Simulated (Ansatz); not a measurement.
The reference is GaN in the wurtzite structure (space group P6_3mc, No. 186).

```xyz
4
Lattice="3.1518 0.0000 0.0000 -1.5759 2.7295 0.0000 0.0000 0.0000 5.1383" Properties=species:S:1:pos:R:3 pbc="T T T"
Ga     0.0000     1.8197     0.0015
Ga     1.5759     0.9098     2.5707
N      0.0000     1.8197     1.9356
N      1.5759     0.9098     4.5048
```

All numbers come from LDA (Ansatz, an electronic-structure program; PAW; 420 eV plane waves; no spin-orbit coupling).

Before the change:

- Electron mass: 0.18 mₑ along c, 0.20 mₑ across (at Γ)
- Width of the top valence band: 2.92 eV
- Gap character: direct at Γ
- Band gap: 2.13 eV

One thing is altered: every lattice vector is stretched by 1.20 %; the atoms relax in the strained cell.

What does the calculation give for the electron mass, width of the top valence band, gap character and band gap after the change?

The electron mass becomes 0.16 mₑ along c, 0.18 mₑ across (at Γ) (base: 0.18 mₑ along c, 0.20 mₑ across (at Γ)); the width of the top valence band decreases by 0.13 eV (2.92 eV → 2.79 eV); the gap character is still direct at Γ; the band gap falls by 0.24 eV (2.13 eV → 1.89 eV).

Masses are band curvatures over ±0.01 Å⁻¹ around the edge. Gaps are Kohn–Sham eigenvalue differences; semilocal functionals usually give less than the measured gap. No phonon test of stability was made.
